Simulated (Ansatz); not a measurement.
BN (model structure, started from the rocksalt type, Fm-3m, No. 225, 2 atoms in the cell), treated with G0W0@PBEsol in Ansatz (hard PAW, contour deformation, complete-basis limit).

Run with largest k mesh 16×16×16 (not extrapolated in the mesh).

Cell (relaxed with PBEsol):

```cif
data_BN
_chemical_formula_sum 'N1 B1'
_space_group_name_H-M_alt 'P 1'
_space_group_IT_number 1
_cell_length_a 2.46257
_cell_length_b 2.46257
_cell_length_c 2.46257
_cell_angle_alpha 60.000
_cell_angle_beta 60.000
_cell_angle_gamma 60.000
loop_
_space_group_symop_operation_xyz
  'x, y, z'
loop_
_atom_site_label
_atom_site_type_symbol
_atom_site_fract_x
_atom_site_fract_y
_atom_site_fract_z
_atom_site_occupancy
N1 N 0.00000 0.00000 0.00000 1
B1 B 0.50000 0.50000 0.50000 1
```

**Question.** Give the computed band gap.

**Answer.** 
band gap: 2.15 eV (indirect)

Note: the correction to the complete basis was taken at k points off the band edges; the relaxation could raise the start's symmetry but not lower it, so the cell can be a saddle point; the gap holds a correction of +0.38 eV to the complete basis, taken at k points off the band edges; the gap is lowered by 0.06 eV for band edges off the mesh, as the parent functional finds them.

The computed numbers hold no vibrational or temperature effects.

The result took about 2.8 core-hours (a rough figure).

A model structure was made by putting elements into a prototype or built by hand; it is no filed structure, need not be a known phase, and can be a saddle point held by its symmetry.

Ansatz is a quantum-chemistry and plane-wave program.
